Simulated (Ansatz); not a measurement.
ZnGa2S4 (I-4, No. 82; cell taken from a computed entry), treated with LDA (Ansatz, an electronic-structure program, PAW).

Run with plane-wave cutoff 520 eV, 10×10×10 k mesh, Fermi–Dirac smearing 0.01 eV, scalar-relativistic PAW data made under PBE.

Cell (relaxed with PBEsol):

```cif
data_Ga2S4Zn
_chemical_formula_sum 'Zn1 Ga2 S4'
_space_group_name_H-M_alt 'P 1'
_space_group_IT_number 1
_cell_length_a 6.36511
_cell_length_b 6.36511
_cell_length_c 6.36511
_cell_angle_alpha 131.193
_cell_angle_beta 131.193
_cell_angle_gamma 71.507
loop_
_space_group_symop_operation_xyz
  'x, y, z'
loop_
_atom_site_label
_atom_site_type_symbol
_atom_site_fract_x
_atom_site_fract_y
_atom_site_fract_z
_atom_site_occupancy
Zn1 Zn 0.25000 0.75000 0.50000 1
Ga1 Ga 0.00000 0.00000 0.00000 1
Ga2 Ga 0.75000 0.25000 0.50000 1
S1 S 0.38111 0.37451 0.51943 1
S2 S 0.62549 0.14491 0.00660 1
S3 S 0.85509 0.86169 0.48057 1
S4 S 0.13831 0.61889 0.99340 1
```

Q: Estimate the band gap that the calculation returns.

A: 
- band gap = 2.20 eV (direct)

Measured, for comparison: band gap 3.4 eV (temperature not stated, no zero-point or thermal correction; as tabulated in Kim et al. (2020), doi:10.1038/s41597-020-00723-8).

Note: cell and atoms aren't relaxed at this level (pressure -2.4 GPa).

Spin–orbit coupling is not included.

Computed values are for the static lattice.
